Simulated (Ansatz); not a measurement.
The reference is GaSb in the zinc blende structure (space group F-43m, No. 216; a = 6.1115 Å). Axes: x, y, z lie along the cube axes.

Level of theory: plane-wave PAW DFT at the PBEsol level (Ansatz, a first-principles code, 420 eV), without spin-orbit coupling.

For the base:

```
Property                         Value
-----------------------------  -------
Shortest interatomic distance  2.646 Å
```

The change: compressive biaxial strain of 2.08 % in the plane normal to [111], as in epitaxy on a mismatched substrate; the out-of-plane cell vector and the atoms relax.

**Question.** Predict the new shortest interatomic distance.

**Answer.** The shortest interatomic distance decreases by 0.034 Å (2.646 Å → 2.612 Å).

**Question.** What does the calculation give for the energy relative to the base after the change?

**Answer.** The energy rises by 9.5 meV/atom.

Whether these cells are dynamically stable was not tested. The final runs are not spin-polarised.
